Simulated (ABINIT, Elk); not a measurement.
An ABINIT input for a self-consistent single point of SnBi₃ (I4/mmm, 4 atoms in the cell) (DFT, PBEsol, plane waves, norm-conserving pseudopotentials (PseudoDojo nc-sr-04 PBEsol standard)):

```
# SnBi3, PseudoDojo nc-sr-04 PBEsol standard
pp_dirpath "./"
pseudos "Sn.upf, Bi.upf"
acell 3*1.0 Angstrom
rprim
        -2.3505800000    2.3505800000    5.6640450000
         2.3505800000   -2.3505800000    5.6640450000
         2.3505800000    2.3505800000   -5.6640450000
natom 4
ntypat 2
znucl 50 83
typat 1 2 2 2
xcart
         0.0000000000    0.0000000000    0.0000000000
        -0.0000000000    0.0000000000   10.7034938076
         4.4419524340    0.0000000000    5.3517469038
        -0.0000000000    4.4419524340    5.3517469038
ecut 36
ixc -116133
occopt 3
tsmear 0.1 eV
nband 39
kptopt 1
ngkpt 6 6 6
nshiftk 1
shiftk 0 0 0
nstep 80
toldfe 1.0e-09
prtwf 0
prtden 0
```

**Question.** Give the Elk input for the same structure, mesh, smearing and functional.

**Answer.** This is the input that was run; spellings and numerical settings could be chosen otherwise.

```
tasks
  0

xctype
  22

rgkmax
  7.5

gmaxvr
  16.0

nxlo
  2

lorbcnd
  .true.

lmaxi
  3

swidth
  0.00367493

maxscl
  100

scale
  12.41074786

avec
   -0.3579117458    0.3579117458    0.8624374554
    0.3579117458   -0.3579117458    0.8624374554
    0.3579117458    0.3579117458   -0.8624374554

atoms
  2
  'Sn.in'
  1
  0.0000000000  0.0000000000  0.0000000000    0.0 0.0 0.0
  'Bi.in'
  3
  0.5000000000  0.5000000000  0.0000000000    0.0 0.0 0.0
  0.2500000000  0.7500000000  0.5000000000    0.0 0.0 0.0
  0.7500000000  0.2500000000  0.5000000000    0.0 0.0 0.0

ngridk
  6 6 6
```

Basis, cutoffs, solver keys and any potentials are the target program's own. This input uses DFT, PBEsol, all-electron FP-LAPW, Elk's shipped species files, APW+lo basis with extra local orbitals.

The starting cell comes from a database of computed structures (which also holds hypothetical and non-ambient phases and stackings), without a prior relaxation at this level.
